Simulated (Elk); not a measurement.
Band structure of Ba (Cmcm, 2 atoms in the cell).

```xyz
2
Lattice="2.1565 -3.9121 0.0000 2.1565 3.9121 0.0000 0.0000 0.0000 7.2693" Properties=species:S:1:pos:R:3 pbc="T T T"
Ba     2.1565    -1.1705     5.4520
Ba     2.1565     1.1705     1.8173
```

Computed with PBEsol, all-electron FP-LAPW, Elk's shipped species files, LAPW+lo basis (Elk).

Settings: xctype = 22; rgkmax = 7.5; stype = 0; swidth = 0.00999582 Ha; ngridk = 6 6 3; gmaxvr = 14 1/bohr; nxoapwlo = 1.

The starting cell comes from a database of computed structures (which also holds hypothetical and non-ambient phases and stackings), without a prior relaxation at this level. Its lattice was rescaled by a random factor within 2.5 % of one. Values depend on the basis (sphere radii, cutoffs, local orbitals), which need not be converged.

Levels in eV from the Fermi level, bands 17 to 24:
```
point      17      18     19     20     21    22    23    24
-----  ------  ------  -----  -----  -----  ----  ----  ----
Γ      -13.73  -13.72  -2.80  -0.99   1.12  1.51  1.62  2.10
X      -13.96  -13.87  -0.12   0.09   0.15  0.38  0.98  1.42
S      -13.81  -13.81  -0.76  -0.44  -0.31  0.74  1.50  1.69
R      -13.84  -13.84  -0.74  -0.74   0.39  0.39  1.64  1.64
A      -13.82  -13.82   0.08   0.08   0.27  0.27  0.87  0.87
Z      -13.74  -13.74  -1.83  -1.83   0.99  0.99  1.63  1.63
Y      -13.87  -13.77  -0.63  -0.48  -0.01  0.55  0.97  1.65
X1     -13.96  -13.87  -0.12   0.09   0.15  0.38  0.98  1.42
A1     -13.82  -13.82   0.08   0.08   0.27  0.27  0.87  0.87
T      -13.82  -13.82  -0.87  -0.87   0.48  0.48  1.45  1.45
```

Bands cross the Fermi level along this path, so the cell is metallic at this level.
